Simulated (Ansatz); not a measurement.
HgTe: energy against volume

HgTe (zinc blende, F-43m, 34.483 Å³/atom and stress up to 0.01 GPa in the relaxed cell, cube axes along x, y and z) under an equal strain ε along all three axes. PBEsol in Ansatz, a plane-wave DFT program (PAW, default set), 420 eV, 9×9×9 Γ-centred mesh, Fermi-Dirac smearing 0.05 eV; ions are relaxed, or left where forces stay under 0.02 eV/Å, within the symmetry of each cell.

Here V stands for volume and E for E less E0.

| volume (Å³/atom) | E less E0 (meV/atom) | pressure (GPa) |
|---|---|---|
| 31.4720 | ? | ? |
| 32.4554 | 17.73 | 2.98 |
| 32.9547 | 9.76 | 2.15 |
| 33.4592 | 4.25 | 1.37 |
| 33.9687 | 1.04 | 0.66 |
| 34.4833 | 0.00 | 0.00 |
| 35.0032 | 1.00 | -0.61 |
| 35.5282 | 3.92 | -1.16 |
| 36.0585 | 8.63 | -1.67 |
| 36.5940 | 15.01 | -2.14 |

Task: Using the third-order Birch-Murnaghan form, a cubic in V^(-2/3), estimate the missing E at V = 31.4720 from the other rows, showing the fit.

Result: With u = V^(-2/3) - 0.0944, the rows have u = 0.0038823, 0.0028871, 0.0019067, 0.0009412, -0.0000097, -0.0009467, -0.0018696, -0.0027790, -0.0036750. Least squares gives E = 0.004 + 18.5·u + 1143140·u² + 7274427·u³. Residuals (row less fit): -0.001, -0.001, 0.004, 0.000, -0.004, -0.005, 0.002, 0.005, -0.004; standard error 0.005 (degrees of freedom: 5). Its minimum lies at u = -0.0000081, so V0 = (0.0943919)^(-3/2) = 34.48. There d²E/du² = 2286000 and d³E/du³ = 4.365e7, so B0 = (4/9) × 34.48^(-7/3) × 2286000 × 0.160218 = 42.1 GPa (the last factor turns the table's units into GPa), and B0' = 4 + (2/3) × 0.0943919 × (4.365e7)/2286000 = 5.2. B0' rests on the cubic coefficient alone and has a standard error of 0.1 from these residuals. At the withheld row, u = 0.0059191, so E = 0.004 + 18.5 × 0.0059191 + 1143140 × 0.0059191² + 7274427 × 0.0059191³ = 41.673 meV/atom. The calculation gives 41.66 meV/atom, 0.013 meV/atom below the prediction (0.0 % of the range of E in the table). The row lies outside the fitted rows, so this is an extrapolation. The scatter of the fitted rows lies at the last printed digit.

This level leaves no gap over 0.05 eV at strain -3.00, -2.00, -1.50, -1.00, -0.50, 0.00, 0.50, 1.00, 1.50, 2.00 %. Spin-orbit coupling is left out, which can shift these values for the heavy elements here. Other structures, which can take over under pressure, weren't tried. The same form fitted to the pressure column gives B0' = 5.2; series where the two differ by over 0.4 aren't shown. Rows are the converged runs of the series near zero and its far end, less any whose ions stayed unrelaxed beside relaxed ones; series whose fitted rows scatter by over a few per cent of the range, as at a crossing or softening among them, aren't shown in this form.
